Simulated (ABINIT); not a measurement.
Band structure of Be (P6_3/mmc, 2 atoms in the cell).

```
Be
1.0
    1.14500    -1.98320     0.00000
    1.14500     1.98320     0.00000
    0.00000     0.00000     3.58000
Be
2
Direct
  0.33333   0.66667   0.25000
  0.66667   0.33333   0.75000
```

Computed with PBE, norm-conserving pseudopotentials (PseudoDojo nc-sr-05 PBE standard) (plane waves; ABINIT).

Settings: pseudos = [Be.upf]; ecut = 1197 eV; ixc = 11; occopt = 3; tsmear = 0.1 eV; ngkpt = 16 16 9; nshiftk = 1; shiftk = 0 0 0; potentials = PseudoDojo nc-sr-05 PBE standard; kptopt = 1; nstep = 50; tolvrs1 = 1e-10; ndtset = 2.

The starting cell has typed, rounded lattice constants, without a prior relaxation at this level.

Levels in eV from the Fermi level, bands 1 to 8:
```
point        1        2       3      4      5      6      7      8
-----  -------  -------  ------  -----  -----  -----  -----  -----
Γ      -100.02   -99.99  -11.17  -4.25   1.18  15.56  15.56  18.40
M      -100.00   -99.99   -4.90  -3.11   3.62   6.46   6.70   9.15
K       -99.99   -99.99   -2.42  -1.01  -1.01   6.62   6.62   6.77
A      -100.01  -100.01   -9.01  -9.01  10.74  10.74  17.21  17.21
L      -100.00  -100.00   -3.53  -3.53   1.50   1.50  11.74  11.74
H       -99.99   -99.99   -1.10  -1.10   0.40   0.40   6.08   6.08
```

Bands cross the Fermi level along this path, so the cell is metallic at this level.
